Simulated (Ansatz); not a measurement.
VH$_{2}$ (Fm-3m), PBEsol, DFPT electron-phonon coupling, linearised Boltzmann equation run with Ansatz (a program for electronic structure): phonon-limited resistivity 11.8 μΩ·cm at 300 K, current-weighted mean free path 6.2 nm, Drude plasma energy 5.14 eV.

What is the classical skin depth at 1 GHz (nonmagnetic, μ₀ = 1.257×10⁻⁶ H/m)?

δ = √(ρ/(π f μ₀)) = 5470 nm.

Estimate the resistivity of a 80 nm square wire with diffuse walls from ρ ≈ ρ₀(1 + 3ℓ/4d).

1 + 0.75 × 6.2/80 = 1.06, so ρ ≈ 12.5 μΩ·cm and a line 1 μm long has 19.5 Ω. The formula is the free-electron limit for d well above ℓ; grain boundaries add to it.

What Drude relaxation time do resistivity and plasma energy imply?

ω_p = 7.81e15 s⁻¹, so τ = 1/(ε₀ ω_p² ρ) = 15.7 fs, a damping ħ/τ of 41.9 meV.

A metal at this level (no band gap). Only scattering by harmonic phonons is included (no impurities, grain boundaries, electron-electron scattering or thermal expansion). Spin-orbit coupling is left out. Halving the electron mesh (36x36x36) moves the resistivity by up to 3 % at 300 K, the mean free path by up to 2 %. Smearing 0.20 eV; phonons on a 6x6x6 q mesh, which this run doesn't test.

Formula and space group known from diffraction (Crystallography Open Database), not checked to be the room-temperature form: VH2 (Fm-3m). Treated as nonmagnetic (a ferromagnetic start lost its moment, other orders weren't tried): VH2 (Fm-3m).
